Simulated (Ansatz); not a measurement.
**A constructed model of the (111) surface of fcc Pt, (√3x√3)R30° surface alloy, Y on one Pt site of the top plane (bottom of the slab: a bare face, its two planes held)**

Computed with PBE (plane waves to 420 eV, PAW; Ansatz, an electronic-structure program).

Set-up: 18 atoms, 11.6 Å thick at the start; mesh 9x9x1; 0.1 eV smearing; dipole correction on; 6 atoms held, the rest relaxed; symmetry of the start imposed; no spin, no spin-orbit, no U. It is one candidate, not shown to be the stable structure of the face.

The work function of the top face is 3.48 eV, the energy released by relaxation comes out as 0.45 eV and the cost is very roughly 3.0 core-minutes.
